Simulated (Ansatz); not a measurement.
The reference is BaTiO3 (space group P4mm, No. 99; a = 3.955 Å, c = 4.046 Å). Axes: x, y, z lie along a, b, c of the conventional cell.

One thing is altered: the symmetric strain tensor [0.0023 -0.0099 0.0032; -0.0099 -0.0063 0.0132; 0.0032 0.0132 0.0102]; the atoms relax in the strained cell.

Levels (all Ansatz, a quantum-chemistry and plane-wave program, PAW, earlier PAW set): PBEsol (420 eV, no spin-orbit coupling); PBEsol+SOC (420 eV, with spin-orbit coupling).

The geometry is relaxed with PBEsol.

| Quantity | Value |
|---|---|
| PBEsol smallest direct gap | 2.43 eV |
| PBEsol band gap | 2.01 eV |
| PBEsol gap character | indirect, R₂ → Γ |
| PBEsol pressure | 2.5 kbar |

Question: Predict the smallest direct gap, band gap, gap character and pressure from PBEsol+SOC.

Answer: The smallest direct gap shrinks by 0.02 eV (2.43 eV → 2.41 eV); the band gap stays 2.01 eV; the gap character is still indirect, R₂ → Γ; the pressure stays 2.5 kbar.

Single points use the geometry relaxed with PBEsol. The spin-orbit shifts are approximate. Whether these cells are dynamically stable was not tested. The runs without spin-orbit coupling are not spin-polarised. Labels are those of the standard path for the cell's own space group.
